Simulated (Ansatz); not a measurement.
# Defect calculation: O vacancy (broken-bond start) in monoclinic HfO2

Calculation: PBE, PAW (plane waves to 420 eV; Ansatz, a quantum-chemistry and plane-wave program). A 2×2×2 supercell of 96 sites was used; the energies come from a 2×2×2 shifted sampling of its zone. Sites at the start: the O(2,4-fold) site; a neighbour pushed 0.95 Å away from the vacancy. Charged cells carry a point-charge image correction with potential alignment at far atoms. Dielectric constants: PBE linear response of the host. Host gap at this level: 4.04 eV. These values are not converged in cell size to better than tenths of an eV. The semilocal functional narrows the gap, so deep levels can fall outside it. Spin–orbit coupling is left out, which matters for these heavy elements. Each state is the lowest found from its start.

Formation energies E_f are given with the Fermi level at the valence-band maximum. Chemical conditions: Hf-rich (Δμ(O) = -5.19 eV; only phases computed here count, gases as isolated molecules at 0 K); O-rich (Δμ(O) = 0.00 eV; only phases computed here count, gases as isolated molecules at 0 K). Reference phases: O: O2 molecule in a box.

```
charge         moment (μB)  point group  largest move off a lattice site (Å)  image correction with alignment (eV)  E_f, Hf-rich (eV)  E_f, O-rich (eV)
------  ------------------  -----------  -----------------------------------  ------------------------------------  -----------------  ----------------
+2      not spin-polarised           C1                                 0.40                                  0.19              -3.88              1.31
+1                     1.0           C1                                 0.17                                  0.01              -1.57              3.62
0       not spin-polarised           C1                                 0.07                                  0.00               1.00              6.19
```

Point groups are those of the whole cell at tolerances of 0.03 and 0.1 Å ("near" where only the looser one holds); none is given for unsettled states.

Not the lowest form: the same atoms on another site or from another start ended lower, by 0.60 eV at charge +2; by 0.29 eV at charge +1. The levels below are those of this configuration alone.

Transition levels above the valence-band maximum: ε(+2/+1) = 2.31 eV; ε(+1/0) = 2.57 eV.

Flagged in the runs: a doubtful potential alignment, a host whose relaxation on this sampling wasn't shown to rest.
